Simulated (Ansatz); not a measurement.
C (model structure, Cmmm, No. 65, 8 atoms in the cell), treated with PBEsol (Ansatz, a quantum-chemistry and plane-wave program, plane waves, PAW).

Numerical settings: plane-wave cutoff 520 eV, 10×10×14 k mesh (along the axes of the cell as run), Fermi–Dirac smearing 0.01 eV, scalar-relativistic PAW data made under PBE.

Computed at the level's own relaxed cell.

```
C
1.0
    2.11624    -4.36100     0.00000
    2.11624     4.36100     0.00000
    0.00000     0.00000     2.50117
C
8
Direct
  0.40459   0.22615   0.00000
  0.59541   0.77385   0.00000
  0.22615   0.40459   0.00000
  0.77385   0.59541   0.00000
  0.01843   0.35175   0.50000
  0.98157   0.64825   0.50000
  0.35175   0.01843   0.50000
  0.64825   0.98157   0.50000
```

Problem. List the 22 lowest band energies at Γ above −25 eV (eV, relative to the valence band maximum), grouping those that round alike.

Solution. At Γ: -21.68, -16.42, -15.39, -15.04, -14.45, -12.32, -11.01, -6.42, -4.42, -4.34, -3.89, -3.18, -2.12, -2.01, -1.81, -1.21, 4.55, 4.85, 5.06, 5.25, 8.20, 8.76.

Note: the relaxation could raise the start's symmetry but not lower it, so the cell can be a saddle point.

A model structure was made by putting elements into a prototype or built by hand; it is no filed structure, need not be a known phase, and can be a saddle point held by its symmetry.
